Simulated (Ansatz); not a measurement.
The parent structure is Al$_{2}$Cu (space group I4/mcm, No. 140; a = 6.006 Å, c = 4.791 Å).

All numbers come from Ansatz (a program for electronic structure), r2SCAN, PAW, cutoff 500 eV, no spin-orbit coupling, earlier PAW set.

For the base:

```
Item               Result
---------------  --------
Volume per atom  14.40 Å³
```

The change: every Al is replaced by Sb; the structure is relaxed again.

Task: What happens to the volume per atom?

Result: The volume per atom grows by 7.18 Å³ to 21.58 Å³.

Whether these cells are dynamically stable was not tested. As relaxed here, CuSb2 is a hypothetical phase, not in the database extracts checked. The final runs are not spin-polarised.
